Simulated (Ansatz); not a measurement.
Take Rh in the fcc (Cu type) structure (space group Fm-3m, No. 225; a = 3.802 Å; relaxed with 0.1 eV smearing) as the base. Axes: x, y, z lie along the cube axes.

Calculations: Ansatz (a first-principles code), r2SCAN, PAW, cutoff 500 eV, without spin-orbit coupling.

Before the change:

Pressure: 0.0 GPa

Modification: biaxial strain +0.57 %, plane normal [001], relaxed out of plane (Cartesian); in-plane vectors clamped, the third vector and the atoms free.

Estimate the effect on the pressure.

The pressure (mean of the normal stresses, compression positive) goes from zero to -1.7 GPa.

What happens to the out-of-plane strain?

The out-of-plane strain is -0.51 %.

How does this affect the energy relative to the base?

The energy grows by 1.3 meV/atom.

Whether these cells are dynamically stable was not tested. All final runs are without spin polarisation.
